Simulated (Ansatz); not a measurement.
GaBiO₃ (Pm-3m, No. 221, 5 atoms in the cell; start mp-22979; idealised structure)

Level of theory: PBEsol (PAW; Ansatz, a program for electronic structure).

Numerical settings: plane-wave cutoff 520 eV, 10×10×10 k mesh, Fermi–Dirac smearing 0.01 eV, scalar-relativistic PAW data made under PBE.

Cell (relaxed with PBEsol):

BiGaO3 has the cubic space group Pm-3m (No. 221), the cubic perovskite structure, Pearson symbol cP5. Cell: a = b = c = 3.850 Å, α = β = γ = 90.00°. Ga on 1b is coordinated by 6 O at 1.925 Å (octahedral). Bi on 1a has 12 O at 2.722 Å (cuboctahedral). O on 3c is coordinated by 2 Ga at 1.925 Å and 4 Bi at 2.722 Å (octahedral). (Neighbours: up to the widest gap in distance over summed covalent radii, below 1.35, at either atom; cation-cation and far metal-metal contacts left out.)

```
Item                                          Result
-------------------------------------------  -------
band gap                                     1.29 eV
smallest direct gap on the k points sampled  1.89 eV
direct gap at Γ                              5.32 eV
```

Spin–orbit coupling is not included; with these elements it can move the gap by several tenths of an eV or more.

Cost on a shared machine: very roughly 18 core-seconds.

A start named mp-… is a Materials Project structure, which need not be a measured phase.
